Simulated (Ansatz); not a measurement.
**Convergence study of the plane-wave cutoff for CaHg (P4mm, 2 atoms in the cell)**

```yaml
crystal:
  lattice:
    - [3.77342, 0.00000, 0.00000]
    - [0.00000, 3.77342, 0.00000]
    - [0.00000, 0.00000, 3.77342]
  atoms:
    - { symbol: Ca, position: [0.00000, 0.00000, 0.01325] }
    - { symbol: Hg, position: [0.50000, 0.50000, 0.50000] }
```

Method of the run: PBEsol, default PAW files made with PBE (plane waves; Ansatz, a first-principles code).

Base settings: basis.ecutwfc = 420 eV; kpoints.mp_grid.grid = 9 9 9; hamiltonian.xc = pbesol; hamiltonian.pseudopotentials = {kind: paw} (the program's default PAW files); scf.occupations.method = gaussian; scf.occupations.width = 0.1 eV.

The second cell is the first with its lattice scaled by 0.98.

The mesh stays at the base's, so the ladder's end is converged at best in this setting alone.

The first pressure column holds Ansatz's estimate of the finite-basis (Pulay) stress, which hides part of the cutoff error; the other is without it.

Only quantities that move along the ladder and can be compared are tabulated.

The count of work is k-points × plane waves × bands × iterations; it is no time. 

The starting cell comes from a database of computed structures (which also holds hypothetical and non-ambient phases and stackings), without a prior relaxation at this level. Its lattice was rescaled by up to half a per cent. One atom was moved a little off its site on purpose.

Steps (basis.ecutwfc): 145 eV; 170 eV; 190 eV; 210 eV; 230 eV; 250 eV; 295 eV; 335 eV; 380 eV; 420 eV; 460 eV; 505 eV; 565 eV; 630 eV; 735 eV; 840 eV; 1010 eV.

### Question
What is the coarsest basis.ecutwfc that holds the pressure without the Pulay estimate within 1 GPa of the last step, with all finer ones?

### Answer
335 eV, at 0.19 of the last step's count of work; the step before is off by 5.8 GPa.

### Question
What is the coarsest basis.ecutwfc that holds the free energy within 5 meV/atom of the last step, with all finer ones?

### Answer
380 eV, at 0.23 of the last step's count of work; the step before is off by 11 meV/atom.

### Question
What is the coarsest basis.ecutwfc that holds the pressure within 0.05 GPa of the last step, with all finer ones?

### Answer
335 eV, at 0.19 of the last step's count of work; the step before is off by 0.07 GPa.

```tsv
basis.ecutwfc	free energy less the last step's (meV/atom)	energy of the compressed cell less the first (meV/atom)	pressure (GPa)	pressure without the Pulay estimate (GPa)	largest difference of a force vector from the last step's (eV/Å)	count of work / last
145 eV	39517.63	132.20	2.84	-732.92	0.229	0.070
170 eV	17163.01	-1.65	3.14	-396.77	0.129	0.088
190 eV	8508.10	-34.43	-1.84	-231.50	0.118	0.10
210 eV	4089.89	-24.91	-3.31	-129.77	0.008	0.11
230 eV	1909.15	-3.04	-0.73	-70.67	0.030	0.13
250 eV	825.47	0.07	-0.95	-36.39	0.005	0.14
295 eV	96.61	-2.09	-1.55	-7.43	0.001	0.19
335 eV	10.57	-4.70	-1.59	-2.43	0.000	0.19
380 eV	1.46	-4.82	-1.62	-1.65	0.000	0.23
420 eV	0.96	-4.85	-1.62	-1.64	0.000	0.26
460 eV	0.50	-4.84	-1.62	-1.64	0.000	0.31
505 eV	0.23	-4.85	-1.62	-1.63	0.000	0.35
565 eV	0.14	-4.86	-1.62	-1.62	0.000	0.42
630 eV	0.08	-4.87	-1.62	-1.62	0.000	0.50
735 eV	0.05	-4.87	-1.62	-1.62	0.000	0.64
840 eV	0.02	-4.88	-1.62	-1.62	0.000	0.76
1010 eV	0.00	-4.88	-1.62	-1.62	0.000	1.0
```

The energy difference between the two cells stays within 1 meV/atom of the last step's from 335 eV on, the total only from 420 eV on: much of the error is common to both cells and cancels.

At the lowest cutoff the pressure without the Pulay estimate lies 731 GPa under the last step's, the usual sign of Pulay stress in an incomplete plane-wave basis.

Keys are those of Ansatz 0.2.
